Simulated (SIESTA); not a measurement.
Band structure of NaPt2 (Fd-3m, 6 atoms in the cell).

```yaml
crystal:
  lattice:
    - [0.00000, 3.75235, 3.75235]
    - [3.75235, 0.00000, 3.75235]
    - [3.75235, 3.75235, 0.00000]
  atoms:
    - { symbol: Na, position: [0.50000, 0.50000, 0.50000] }
    - { symbol: Na, position: [0.75000, 0.75000, 0.75000] }
    - { symbol: Pt, position: [0.12500, 0.12500, 0.12500] }
    - { symbol: Pt, position: [0.62500, 0.12500, 0.12500] }
    - { symbol: Pt, position: [0.12500, 0.12500, 0.62500] }
    - { symbol: Pt, position: [0.12500, 0.62500, 0.12500] }
```

Computed with LDA PW92, numerical atomic orbitals DZP, PseudoDojo LDA standard norm-conserving potentials (rewritten from UPF to PSML) (SIESTA).

Settings: XC.functional = LDA; XC.authors = PW92; potentials = PseudoDojo LDA standard; PAO.BasisSize = DZP; PAO.EnergyShift = 0.01 Ry; MeshCutoff = 300 Ry; kgrid.MonkhorstPack = 8 8 8; OccupationFunction = FD; ElectronicTemperature = 0.1 eV; MaxSCFIterations = 150; SCF.Mixer.Method = Broyden; SCF.Mixer.Weight = 0.25; SCF.Mixer.History = 6; SCF.DM.Tolerance = 1.0E-05.

The starting cell comes from a database of computed structures (which also holds hypothetical and non-ambient phases and stackings), without a prior relaxation at this level. Spin-orbit coupling is off. Spin polarisation is off. Values carry the incompleteness of an atom-centred basis.

Levels in eV from the Fermi level, bands 43 to 48:
| point | 43 | 44 | 45 | 46 | 47 | 48 |
|---|---|---|---|---|---|---|
| Γ | 1.36 | 1.43 | 1.43 | 1.43 | 2.37 | 2.37 |
| X | -0.88 | -0.88 | -0.63 | -0.63 | 2.67 | 2.67 |
| W | -0.87 | -0.87 | -0.28 | -0.28 | 1.04 | 1.04 |
| K | -1.04 | -0.84 | -0.58 | -0.36 | 0.77 | 2.82 |
| L | -0.76 | -0.58 | -0.58 | 1.43 | 2.23 | 3.56 |
| U | -1.04 | -0.84 | -0.58 | -0.36 | 0.77 | 2.82 |

Bands cross the Fermi level along this path, so the cell is metallic at this level.

Higher empty bands are left out: an atom-centred basis made for the valence describes them poorly.
